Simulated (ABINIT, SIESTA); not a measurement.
A SIESTA input for a self-consistent single point of RbBr (Fm-3m, 2 atoms in the cell) (DFT, GGA PBEsol, numerical atomic orbitals DZP, PseudoDojo PBEsol standard norm-conserving potentials (rewritten from UPF to PSML)):

```
# files in the folder: Rb.psml Br.psml (PseudoDojo PBEsol standard)
SystemName  RbBr
SystemLabel rbbr

NumberOfAtoms                2
NumberOfSpecies              2
%block ChemicalSpeciesLabel
  1 37 Rb
  2 35 Br
%endblock ChemicalSpeciesLabel
LatticeConstant              1.0 Ang
%block LatticeVectors
     0.000000000    3.452494000    3.452494000
     3.452494000    0.000000000    3.452494000
     3.452494000    3.452494000    0.000000000
%endblock LatticeVectors
AtomicCoordinatesFormat      Bohr
%block AtomicCoordinatesAndAtomicSpecies
     0.000000000    0.000000000    0.000000000  1
     6.524268107    6.524268107    6.524268107  2
%endblock AtomicCoordinatesAndAtomicSpecies

XC.functional                GGA
XC.authors                   PBEsol
PAO.BasisSize                DZP
PAO.EnergyShift              0.01 Ry
MeshCutoff                   350 Ry
%block kgrid.MonkhorstPack
    7   0   0  0.0
    0   7   0  0.0
    0   0   7  0.0
%endblock kgrid.MonkhorstPack
OccupationFunction           FD
ElectronicTemperature        10 K

MaxSCFIterations             150
SCF.Mixer.Method             Pulay
SCF.Mixer.Weight             0.25
SCF.Mixer.History            8
SCF.DM.Tolerance             1.0E-05
Diag.ParallelOverK           true
WriteForces                  true
Charge.Mulliken              end
```

Problem. Translate this input to ABINIT.

Solution. One input that does it (others would too):

```
# RbBr, JTH v2.0 PBE PAW
pp_dirpath "./"
pseudos "Rb.GGA_PBE-JTH.xml, Br.GGA_PBE-JTH.xml"
acell 4.8825638388 4.8825638388 4.8825638388 Angstrom
rprim
         0.0000000000    0.7071067812    0.7071067812
         0.7071067812    0.0000000000    0.7071067812
         0.7071067812    0.7071067812    0.0000000000
natom 2
ntypat 2
znucl 37 35
typat 1 2
xcart
         0.0000000000    0.0000000000    0.0000000000
         3.4524940000    3.4524940000    3.4524940000
      Angstrom
ecut 40 Ry
pawecutdg 80 Ry
pawxcdev 0
ixc -116133
occopt 1
nband 11
kptopt 1
ngkpt 7 7 7
nshiftk 1
shiftk 0 0 0
nstep 60
tolvrs 1.0e-12
diemac 6
prtwf 0
prtden 0
enunit 2
```

Basis, cutoffs, solver keys and any potentials are the target program's own. This input uses DFT, PBEsol, plane waves, PAW (JTH v2.0 PBE PAW, files made for PBE). Both were run: pressure -0.38 GPa in SIESTA and -0.27 in ABINIT; gap on the mesh 4.080 eV in SIESTA and 4.155 in ABINIT.

On ABINIT: the starting cell comes from a database of computed structures (which also holds hypothetical and non-ambient phases and stackings), without a prior relaxation at this level. Its lattice was rescaled by a random factor within 2.5 % of one. The potentials were made for another functional than the one used.

On SIESTA: the starting cell comes from a database of computed structures (which also holds hypothetical and non-ambient phases and stackings), without a prior relaxation at this level. Its lattice was rescaled by a random factor within 2.5 % of one. Values carry the incompleteness of an atom-centred basis. The basis of the alkali or alkaline-earth atoms may lack their empty d shell, which can raise the gap.
